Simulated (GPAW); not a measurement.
GPAW run on SrCa3 (P1, 4 atoms in the cell): self-consistent single point.

Level of theory: LDA (Perdew-Wang 92), GPAW PAW datasets LDA (gpaw-data 1.0.1) (plane waves; GPAW).

```xyz
4
Lattice="0.0000 4.5179 4.5179 4.5179 0.0000 4.5179 4.5179 4.5179 0.0000" Properties=species:S:1:pos:R:3 pbc="T T T"
Sr    -0.0328     0.0012     0.0113
Ca     2.2909     2.2086     2.2482
Ca     6.7538     6.7893     6.7526
Ca     4.5418     4.5545     4.5415
```

Reference input (self-consistent single point, DFT LDA (Perdew-Wang 92), plane waves, GPAW PAW datasets LDA (gpaw-data 1.0.1)): mode = pw; ecut = 550 eV; xc = LDA; kpts = 3 3 3; mesh shift (steps) = 0 0 0; occupations.name = methfessel-paxton; occupations.width = 0.2 eV; occupations.order = 0; nbands = -12; convergence.density = 1e-05 e/electron; symmetry.symmorphic = false; symmetry.tolerance = 0.0005. This run's input differs from it in these lines:

```diff
@@ -16,3 +16,3 @@
             xc='LDA',
-            kpts=(3, 3, 3),
+            kpts={'size': (4, 4, 4), 'gamma': True},
             occupations={'name': 'methfessel-paxton', 'width': 0.2, 'order': 0},
```

Log, with long lists cut:

```
     iter     time        total  log10-change:
                         energy   eigst   dens
iter:   1 --:--:--    -7.657916
iter:   2 --:--:--    -8.516663   -0.73  -1.63
iter:   3 --:--:--    -8.618332   -1.35  -1.64
iter:   4 --:--:--    -8.614533   -1.79  -1.67
iter:   5 --:--:--    -8.650704   -2.17  -1.98
iter:   6 --:--:--    -8.647466   -2.64  -2.22
iter:   7 --:--:--    -8.649481c  -3.03  -2.46
iter:   8 --:--:--    -8.650430c  -3.31  -3.03
iter:   9 --:--:--    -8.650727c  -3.66  -3.14
iter:  10 --:--:--    -8.650844c  -4.18  -3.36
iter:  11 --:--:--    -8.650901c  -4.68  -3.48
   [... 3 lines left out ...]
iter:  15 --:--:--    -8.650958c  -6.18  -3.73
iter:  16 --:--:--    -8.650942c  -6.05  -3.95
iter:  17 --:--:--    -8.650944c  -7.02  -4.28
iter:  18 --:--:--    -8.650950c  -7.24  -4.31
iter:  19 --:--:--    -8.650947c  -7.66c -4.43
iter:  20 --:--:--    -8.650946c  -8.09c -4.80
iter:  21 --:--:--    -8.650946c  -8.63c -5.06c
Converged after 21 iterations.

Dipole moment: (1.134391, -0.133183, -0.468517) |e|*Ang

Energy contributions relative to reference atoms: (reference = -141795.973627)

Kinetic:         -6.623348
Potential:      +14.068381
External:        +0.000000
XC:             -14.404034
Entropy (-ST):   -0.165261
Local:           -1.609315
SIC:             +0.000000
--------------------------
Free energy:     -8.733577
Extrapolated:    -8.650946

Showing only first 2 kpts
 Kpt  Band  Eigenvalues  Occupancy
  0    18      3.14419    0.91358
  0    19      3.34462    0.12707
  0    20      3.34600    0.12466
  0    21      3.34822    0.12085

  1    18      3.16862    0.77850
  1    19      3.17611    0.73821
  1    20      3.35216    0.11431
  1    21      3.36305    0.09769

Fermi level: 3.12884

No gap
No difference between direct/indirect transitions
Energy (eV): -8.650946

Forces in eV/Ang:
  0 Sr    0.06794   -0.03372   -0.04680
  1 Ca   -0.05843    0.09657    0.04194
  2 Ca    0.01777    0.01732    0.06382
  3 Ca   -0.02726   -0.08025   -0.05898

Stress tensor:
     0.011773     0.000064    -0.000181
     0.000064     0.011813     0.000116
    -0.000181     0.000116     0.011821
Stress (GPa, Voigt): [ 1.8863  1.8927  1.8939  0.0186 -0.029   0.0103]
```

The run converged in 21 iterations. GPAW prints stress with tension positive. Against the reference run the free energy falls by 15.9 meV/atom, the pressure moves little (-1.92 to -1.89 GPa) and the largest force goes from 0.114 to 0.120 eV/Å.

The starting cell comes from a database of computed structures (which also holds hypothetical and non-ambient phases and stackings), without a prior relaxation at this level. Its atoms were displaced at random from the sites of space group no. 225.

Cost on one core of a shared machine: roughly 2 min.
